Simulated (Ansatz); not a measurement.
Start from SnSe in the GeS type structure (space group Pnma, No. 62; layered, stacked along the Cartesian x axis).

```yaml
crystal:
  lattice:
    - [11.53436, 0.00000, 0.00000]
    - [0.00000, 4.12083, 0.00000]
    - [0.00000, 0.00000, 4.57837]
  atoms:
    - { symbol: Sn, position: [0.11797, 0.25000, 0.11652] }
    - { symbol: Sn, position: [0.38203, 0.75000, 0.61652] }
    - { symbol: Sn, position: [0.88203, 0.75000, 0.88348] }
    - { symbol: Sn, position: [0.61797, 0.25000, 0.38348] }
    - { symbol: Se, position: [0.85352, 0.25000, 0.48537] }
    - { symbol: Se, position: [0.64648, 0.75000, 0.98537] }
    - { symbol: Se, position: [0.14648, 0.75000, 0.51463] }
    - { symbol: Se, position: [0.35352, 0.25000, 0.01463] }
```

Calculations: r2SCAN+rVV10 in Ansatz (plane waves to 500 eV, PAW, scalar-relativistic without spin-orbit coupling), earlier PAW set.

Before the change:

```
Property     Value
--------  --------
Pressure  0.00 GPa
```

Perturbation: an isotropic linear strain of −1.94 %; the atoms relax in the strained cell.

Task: How does this affect the energy relative to the base?

Result: The energy increases by 10 meV/atom.

Task: What does the calculation give for the pressure after the change?

Result: The pressure (mean of the normal stresses, compression positive) goes from zero to 2.27 GPa.

Task: What does the calculation give for the largest internal atomic displacement after the change?

Result: The largest internal atomic displacement amounts to 0.048 Å.

Stability against distortions was not tested.

Ansatz is a quantum-chemistry and plane-wave program.
